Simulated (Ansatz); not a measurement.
Results of r²SCAN (Ansatz, a first-principles code, plane waves, PAW) for V2O5 (Pmmn, No. 59, 14 atoms in the cell; start mp-624689).

Settings: plane-wave cutoff 500 eV, 14×4×8 k mesh (along the axes of the cell as run), Fermi–Dirac smearing 0.05 eV, no spin polarisation, scalar-relativistic PAW data made under PBE.

Cell (relaxed at this level):

```cif
data_O10V4
_chemical_formula_sum 'V4 O10'
_space_group_name_H-M_alt 'P 1'
_space_group_IT_number 1
_cell_length_a 2.87539
_cell_length_b 9.39955
_cell_length_c 7.14344
_cell_angle_alpha 90.000
_cell_angle_beta 90.000
_cell_angle_gamma 90.000
loop_
_space_group_symop_operation_xyz
  'x, y, z'
loop_
_atom_site_label
_atom_site_type_symbol
_atom_site_fract_x
_atom_site_fract_y
_atom_site_fract_z
_atom_site_occupancy
V1 V 0.50000 0.18851 0.33161 1
V2 V 0.50000 0.81149 0.33161 1
V3 V 0.00000 0.31149 0.66839 1
V4 V 0.00000 0.68851 0.66839 1
O1 O 0.50000 0.72899 0.80612 1
O2 O 0.50000 0.27101 0.80612 1
O3 O 0.00000 0.77101 0.19388 1
O4 O 0.00000 0.22899 0.19388 1
O5 O 0.50000 0.64925 0.47020 1
O6 O 0.50000 0.35075 0.47020 1
O7 O 0.00000 0.85075 0.52980 1
O8 O 0.00000 0.14925 0.52980 1
O9 O 0.50000 0.00000 0.29707 1
O10 O 0.00000 0.50000 0.70293 1
```

Q: Estimate the band gap that the calculation returns.

A: 
- band gap = 1.55 eV (on the SCF k mesh)

Note: the relaxation could not lower the start's symmetry, so the cell can be a saddle point above a distorted one; the cell has widely spaced layers and the level no dispersion term, so their spacing and the moduli can rest on weak binding.

The computed numbers hold no vibrational or temperature effects.

Computing time: about 40 core-minutes (a rough figure).

A start named mp-… is a Materials Project structure, which need not be a measured phase.
